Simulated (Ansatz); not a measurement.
## How far a parabola holds: energy against volume of rock-salt LaS

We consider rock-salt LaS, described by PBEsol (plane waves, PAW; Ansatz, a program for electronic structure). Settings: plane-wave cutoff 520 eV, 16×16×16 k mesh, Fermi–Dirac smearing 0.05 eV, scalar-relativistic PAW data made under PBE. The cell has no free parameter but its volume, all volumes share cutoff and mesh, and the runs aren't spin-polarised. Energies are free energies at the run's smearing, counted from the lowest row; static lattice.

| V (Å³/atom) | E (meV/atom) |
|---|---|
| 22.991 | ? |
| 23.480 | 11.78 |
| 23.969 | 2.83 |
| 24.458 | 0.00 |
| 24.948 | 2.64 |
| 25.437 | 10.17 |

Fit E against V with a parabola, and predict the withheld value at V = 22.991.

With u = V - 24.5, the rows have u = -1.0200, -0.5310, -0.0420, 0.4480, 0.9370. Least squares gives E = -0.017 + 0.2551·u + 11.4697·u². Residuals (row less fit): 0.124, -0.252, 0.007, 0.241, -0.122; standard error 0.275 (degrees of freedom: 2). The fitted curve has its minimum at V = 24.5, where E = -0.02. Its curvature is d²E/dV² = 2 × 11.4697 meV/Å⁶, so B = V0·d²E/dV² × 0.1602 = 90.0 GPa. At the withheld row, u = -1.5090, so E = -0.017 + 0.2551 × (-1.5090) + 11.4697 × (-1.5090)² = 25.715 meV/atom. The calculation gives 27.54 meV/atom, 1.825 meV/atom above the prediction (6.6 % of the range of E in the table). The row lies outside the fitted rows, so this is an extrapolation. From the scatter of the fitted rows alone, a prediction at this place has a standard error of 0.651 meV/atom, so the miss is 2.8 times that.

The residuals are curvature that a parabola lacks, not noise. A solid that stiffens under compression and softens on expansion lies above the parabola at the compressed end and under it at the expanded end, as this row does. A third-order Birch-Murnaghan fit to the whole scan has B0 = 89.5 GPa. Only scans are tabulated whose curvature falls smoothly with volume, and where the parabola meets the shown rows within 5 % of their range and misses the end by 0.1 meV or more.

Note: the relaxation could not lower the start's symmetry, so the cell can be a saddle point above a distorted one.

Spin–orbit coupling is not included.
